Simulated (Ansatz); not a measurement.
The starting structures come from a database of crystals and need not be the phases stable at ambient conditions.

 Where the default PAW files enter, the runs use the earlier of Ansatz's two default sets.

Crystal: PbF4 (I4/mmm, not sure to be the ambient phase, 5 atoms a cell, 15.6 Å³ an atom, -4 GPa at this level); planes in its conventional cell.

Computed with r2SCAN (plane waves, PAW; Ansatz, a first-principles code).

The gap is the functional's own, uncorrected, and κ follows it; spin-orbit coupling is left out. Mid-gap values are interpolated between the computed energies.

| plane | area of the cell (Å²) | mid-gap κ (1/Å) | largest κ in the gap (1/Å) |
|---|---|---|---|
| (001) | 19.0 | 0.37 | 0.38 |
| (100) | 35.8 | (withheld) | (withheld) |

Problem. The slowest decay depends on the direction. Supply the withheld values.

Solution. 
- (100), mid-gap κ (1/Å): 0.43
- (100), largest κ in the gap (1/Å): 0.45
